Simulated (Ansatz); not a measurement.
Hg (R-3m, No. 166, 1 atom in the cell), treated with LDA in Ansatz (plane waves, PAW).

Run with plane-wave cutoff 520 eV, 20×20×20 k mesh, Fermi–Dirac smearing 0.05 eV, scalar-relativistic PAW data made under PBE.

Response to compression and expansion:

Shape and atoms are relaxed at each volume.

```tsv
V (Å³/atom)	P (GPa)	c (Å)	a (Å)
21.848	2.00	6.450	3.425
22.303	0.92	6.419	3.469
22.758	0.01	6.380	3.515
23.213	-0.72	6.330	3.564
23.668	-0.26	5.892	3.730
```

Note: the relaxation could not lower the start's symmetry, so the cell can be a saddle point above a distorted one.

Ansatz is a first-principles code.
